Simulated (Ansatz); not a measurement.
## Ag interstitial (alpha quartz host)

Calculation: PBE, PAW (plane waves to 420 eV; Ansatz, a program for electronic structure). A supercell of 243 sites (3×3×3 repeats of a cell of 9 atoms) was used; the energies come from a Γ-point sampling of its zone. Site at the start: void with 6O2Si nearest. Finite-size correction: monopole term and site-potential alignment. Dielectric constants: PBE linear response of the host. Host gap at this level: 5.68 eV. Finite-size and sampling errors can reach tenths of an eV here. The semilocal functional narrows the gap, so deep levels can fall outside it. Spin–orbit coupling is left out. Each state is the lowest found from its start.

Formation energies E_f are given with the Fermi level at the valence-band maximum. Chemical conditions: O-rich (Δμ(Ag) = -0.14 eV, bounded by Ag2O (Pn-3m); only phases computed here count, gases as isolated molecules at 0 K). Reference phases: Ag: fcc Ag.

The name describes the start; the neighbours show where the atoms ended.

Charges with a result: +1, 0. Others weren't obtained, and one of them could lie lower, also by skipping a charge.

```tsv
charge	moment (μB)	point group	largest move off a lattice site (Å)	neighbours of the last Ag atom of the defect at the end (Å)	image correction with alignment (eV)	E_f, O-rich (eV)
+1	not spin-polarised	C2	0.43	O 2.24, O 2.24, O 2.55, O 2.55, O 2.64, O 2.64	0.40	0.23
0	1.0	–	0.62	O 2.43, O 2.43, O 2.69, O 2.70, Si 2.71, Si 2.71	0.00	4.69
```

Point groups are those of the whole cell at tolerances of 0.03 and 0.1 Å ("near" where only the looser one holds); none is given for unsettled states.

Transition levels above the valence-band maximum: ε(+1/0) = 4.47 eV. On the lower envelope of the bound states, inside the gap: (+1/0) at 4.47 eV.

Flagged in the runs: a host whose relaxation on this sampling wasn't shown to rest, a strain field that reaches the edge of the cell, zone-centre sampling.
